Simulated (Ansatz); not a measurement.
The reference is Sn in the diamond structure (space group Fd-3m, No. 227; relaxed with 0.1 eV smearing).

```
Sn
1.0
    0.00000     3.27009     3.27009
    3.27009     0.00000     3.27009
    3.27009     3.27009     0.00000
Sn
2
Direct
  0.00000   0.00000   0.00000
  0.25000   0.25000   0.25000
```

Cartesian axes are those of the cell as printed.

Calculations: DFT with PBEsol, PAW potentials and a 420 eV plane-wave cutoff in Ansatz (a first-principles code), scalar-relativistic without spin-orbit coupling.

For the base:

Shortest interatomic distance: 2.832 Å
Pressure: 0.0 GPa

One thing is altered: uniaxial strain ε_zz = −0.50 %, all other strain components held at zero; the atoms relax in the strained cell.

Q: How does this affect the shortest interatomic distance?

A: The shortest interatomic distance falls by 0.005 Å, from 2.832 Å to 2.827 Å.

Q: Estimate the effect on the pressure.

A: The pressure (mean of the normal stresses, compression positive) goes from zero to 0.2 GPa.

Q: What happens to the energy relative to the base?

A: The energy stays essentially unchanged.

Stability against distortions was not tested.
